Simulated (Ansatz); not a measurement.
Base system: HgI$_{2}$ in the 2H-MoS2 type structure (space group P6_3/mmc, No. 194; a = 4.071 Å, c = 13.561 Å; a hypothetical phase, not in the database extracts checked; layered, stacked along the Cartesian z axis). Axes: x lies along a and z along c of the hexagonal cell.

Now apply this change: the cell is stretched by 0.65 % along z with no lateral relaxation, atoms relaxed at fixed cell.

Levels (all Ansatz, a quantum-chemistry and plane-wave program, PAW): PBEsol-D3(BJ) (420 eV, scalar-relativistic without spin-orbit coupling); r2SCAN (500 eV, no spin-orbit coupling); HSE06 (420 eV, spin-orbit coupling left out).

One geometry, relaxed with PBEsol-D3(BJ), under each level:

```
level          band gap
-------------  --------
PBEsol-D3(BJ)      zero
r2SCAN                ?
HSE06           0.80 eV
```

Q: Give the withheld r2SCAN results.

A: 
- r2SCAN, band gap: 0.32 eV

Single points use the geometry relaxed with PBEsol-D3(BJ). The hybrid gap comes from the SCF mesh plus the semilocal run's edge points and a few special points and is an upper bound. With Hg and I present, leaving out spin-orbit coupling can change the band edges. The cells carry an imposed strain or load. Stability against distortions was not tested. The final runs are not spin-polarised. Gaps under 0.05 eV, about the width of the smearing, are given as zero. A zero or small gap of HgI2 can be the functional's error rather than a property of the material.
